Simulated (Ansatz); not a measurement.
Consider Al2O3 in the corundum structure (space group R-3c, No. 167; a = 4.7292 Å, c = 12.8916 Å (hexagonal axes)). Axes: x lies along a and z along c of the hexagonal cell.

All numbers come from LDA (Ansatz, a program for electronic structure, PAW, no spin-orbit coupling).

For the base:

The pressure is -0.01 GPa.

Perturbation: compressive biaxial strain of 2.25 % in the plane normal to [001], as in epitaxy on a mismatched substrate; the out-of-plane cell vector and the atoms relax.

Task: How does this affect the ratio −ε⊥/ε∥?

Result: The ratio −ε⊥/ε∥ amounts to 0.53.

Task: How does this affect the pressure?

Result: The pressure (mean of the normal stresses, compression positive) goes up by 9.62 GPa (-0.01 GPa → 9.61 GPa).

No phonon test of stability was made.
